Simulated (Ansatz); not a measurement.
Start from Cu3N (space group Pm-3m, No. 221; a = 3.7649 Å). Axes: x, y, z lie along the cube axes.

Computed with PBEsol in Ansatz (plane waves to 420 eV, PAW, no SOC).

Base values:

The volume per atom is 13.34 Å³.

It is then changed as follows: compressive biaxial strain of 3.53 % in the plane normal to [001], as in epitaxy on a mismatched substrate; the out-of-plane cell vector and the atoms relax.

Problem. Predict the new energy relative to the base and volume per atom.

Solution. The energy goes up by 37 meV/atom; the volume per atom decreases by 0.72 Å³, from 13.34 Å³ to 12.62 Å³.

Whether these cells are dynamically stable was not tested. All final runs are without spin polarisation.

Ansatz is an electronic-structure program.
